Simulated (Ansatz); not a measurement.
The parent structure is BP (space group P4_2/mnm, No. 136; a = 5.5323 Å, c = 3.1873 Å; a hypothetical phase, not in the database extracts checked). Axes: x, y, z lie along a, b, c of the conventional cell.

Perturbation: compressive biaxial strain of 1.68 % in the plane normal to [001], as in epitaxy on a mismatched substrate; the out-of-plane cell vector and the atoms relax.

Levels (all Ansatz, a program for electronic structure, PAW): PBEsol (420 eV, no spin-orbit coupling); r2SCAN (500 eV, no spin-orbit coupling).

The geometry is relaxed with PBEsol.

```
Quantity                      Result
--------------------------  --------
PBEsol smallest direct gap   0.74 eV
PBEsol band gap              0.12 eV
PBEsol pressure             4.57 GPa
```

Question: What does r2SCAN give at this geometry for the smallest direct gap, band gap and pressure?

Answer: The smallest direct gap increases by 0.24 eV, from 0.74 eV to 0.98 eV; the band gap grows by 0.24 eV, from 0.12 eV to 0.36 eV; the pressure increases by 1.74 GPa, from 4.57 GPa to 6.31 GPa.

Single points use the geometry relaxed with PBEsol. Their cutoffs differ, which shifts pressures a little. Whether these cells are dynamically stable was not tested. A zero or small gap of BP can be the functional's error rather than a property of the material.
